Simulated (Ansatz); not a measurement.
Start from PbSe in the rock salt structure (space group Fm-3m, No. 225; a = 6.2178 Å).

Level of theory: PBE (Ansatz, a program for electronic structure), spin-orbit coupling left out.

Before the change:

| Property | Result |
|---|---|
| Valley order | L along ⟨111⟩ 0.43 eV; a point along ⟨110⟩, about 0.6 Å⁻¹ from Γ 1.22 eV |
| Hole mass | 0.18 mₑ along k, 0.11 mₑ across (at L) |

It is then changed as follows: a hydrostatic pressure of 4.5 GPa.

Question: How does this affect the valley order?

Answer: The valley order (the lowest conduction-band minima on the path, energy above the VBM, named in the base's zone) becomes L along ⟨111⟩ 0.17 eV; a point along ⟨110⟩, about 0.6 Å⁻¹ from Γ 1.04 eV (base: L along ⟨111⟩ 0.43 eV; a point along ⟨110⟩, about 0.6 Å⁻¹ from Γ 1.22 eV).

Question: How does this affect the hole mass?

Answer: The hole mass changes from 0.18 mₑ along k, 0.11 mₑ across (at L) to 0.070 mₑ along k, 0.088 mₑ across (at L).

Question: Predict the new mean gap deformation potential ΔEg/Δln V.

Answer: The mean gap deformation potential ΔEg/Δln V amounts to +3.3 eV.

With Pb present, leaving out spin-orbit coupling can change the band edges. Load acts through the strain it causes; cell and atoms are relaxed under it. Masses are band curvatures over ±0.01 Å⁻¹ around the edge. Along k means along the line from Γ to the band edge. Stability against distortions was not tested. The zero or small gap of PbSe under pressure 4.5 GPa can change with the level of theory.
